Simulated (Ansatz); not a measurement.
The reference is SnO$_{2}$ in the rutile structure (space group P4_2/mnm, No. 136; a = 4.769 Å, c = 3.212 Å). Axes: x, y, z lie along a, b, c of the conventional cell.

All numbers come from PBEsol (Ansatz, a program for electronic structure; PAW; 420 eV plane waves; no spin-orbit coupling).

Strains are applied to the cell and any free atomic positions relax; under biaxial strain the out-of-plane vector relaxes too.

One change was made to it. Results:

The valence-band top at Γ (three highest levels, from the VBM) stays 0.00, -0.77, -0.77 eV; the electron mass goes from 0.17 mₑ along c, 0.19 mₑ across (at Γ) to 0.17 mₑ out of plane, 0.19 mₑ in plane (at Γ); the shortest interatomic distance falls by 0.012 Å to 2.054 Å; the pressure (mean of the normal stresses, compression positive) goes from zero to 1.18 GPa.

Problem. Which of these changes matches the shifts?
A. biaxial strain −2.40 %, plane normal [001], relaxed out of plane
B. biaxial strain −0.60 %, plane normal [001], relaxed out of plane
C. biaxial strain −3.00 %, plane normal [001], relaxed out of plane

Solution. B, biaxial strain −0.60 %, plane normal [001], relaxed out of plane. For comparison, the valence-band top at Γ in the other runs: biaxial strain −2.40 %, plane normal [001], relaxed out of plane gives 0.00, -0.73, -0.73 eV; biaxial strain −3.00 %, plane normal [001], relaxed out of plane gives 0.00, -0.72, -0.72 eV.

The levels and masses belong to the bands next to the band gap. Effective masses come from finite differences of ±0.01 Å⁻¹. Whether these cells are dynamically stable was not tested.
